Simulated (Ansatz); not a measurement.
Consider SnSe in the GeS type structure (space group Pnma, No. 62; layered, stacked along the Cartesian x axis).

```
SnSe
1.0
   11.53579     0.00000     0.00000
    0.00000     4.12093     0.00000
    0.00000     0.00000     4.57816
Sn Se
4 4
Cartesian
  1.36114   1.03023   0.53329
  4.40676   3.09070   2.82237
 10.17466   3.09070   4.04487
  7.12903   1.03023   1.75579
  9.84608   1.03023   2.22191
  7.45761   3.09070   4.51099
  1.68971   3.09070   2.35625
  4.07818   1.03023   0.06717
```

Cartesian axes are those of the cell as printed.

The values are results of DFT with r2SCAN+rVV10, PAW potentials and a 500 eV plane-wave cutoff in Ansatz (a first-principles code), no spin-orbit coupling, not measurements.

Base values:

The volume per atom is 27.20 Å³ and the pressure comes out as 0.00 GPa.

One thing is altered: biaxial strain −4.79 %, plane normal [001], relaxed out of plane (Cartesian); in-plane vectors clamped, the third vector and the atoms free.

What does the calculation give for the volume per atom and pressure after the change?

The volume per atom shrinks by 0.587 Å³ (27.20 Å³ → 26.62 Å³); the pressure (mean of the normal stresses, compression positive) goes from zero to 1.76 GPa.

No phonon test of stability was made.
